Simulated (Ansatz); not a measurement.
# Sc, pressure series

The parent structure is Sc in the hcp (Mg type) structure (space group P6_3/mmc, No. 194; a = 3.319 Å, c = 5.166 Å).

Cell and atoms are relaxed at each pressure.

The values are results of PBE (Ansatz, a program for electronic structure, PAW, scalar-relativistic without spin-orbit coupling), not measurements.

Notes on the quantities. enthalpy: H = E + PV relative to the base's energy.

```tsv
change	volume per atom	enthalpy
base	24.65 Å³	–
pressure −2 GPa	25.64 Å³	-0.31 eV/atom
pressure −1 GPa	25.12 Å³	-0.16 eV/atom
pressure 0.3 GPa	24.51 Å³	+0.05 eV/atom
pressure 0.7 GPa	24.34 Å³	+0.11 eV/atom
pressure 1.5 GPa	24.01 Å³	+0.23 eV/atom
pressure 3 GPa	23.43 Å³	+0.45 eV/atom
pressure 5 GPa	22.74 Å³	+0.74 eV/atom
pressure 7.5 GPa	21.98 Å³	+1.09 eV/atom
pressure 10 GPa	21.31 Å³	+1.42 eV/atom
```

Load acts through the strain it causes; cell and atoms are relaxed under it. Whether these cells are dynamically stable was not tested. No other phases were tried under pressure. All final runs are without spin polarisation.
